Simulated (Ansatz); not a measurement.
Consider BP in the zinc blende structure (space group F-43m, No. 216; a = 4.536 Å). Axes: x, y, z lie along the cube axes.

The values are results of Kohn–Sham DFT with the r2SCAN functional, run in Ansatz (a first-principles code) with PAW and 500 eV plane waves, spin-orbit coupling left out, earlier PAW set, not measurements.

Before the change:

| Item | Result |
|---|---|
| Valley order | a point along ⟨100⟩, about 1.2 Å⁻¹ from Γ 1.41 eV |

Modification: compressive biaxial strain of 1.02 % in the plane normal to [001], as in epitaxy on a mismatched substrate; the out-of-plane cell vector and the atoms relax.

Problem. What does the calculation give for the out-of-plane strain and valley order after the change?

Solution. The out-of-plane strain is +0.41 %; the valley order (the lowest conduction-band minima on the path, energy above the VBM, named in the base's zone) goes from a point along ⟨100⟩, about 1.2 Å⁻¹ from Γ 1.41 eV to a point along [010], about 1.1 Å⁻¹ from Γ 1.29 eV; a point along [001], about 1.2 Å⁻¹ from Γ 1.46 eV.

The levels and masses belong to the bands next to the band gap. Stability against distortions was not tested.
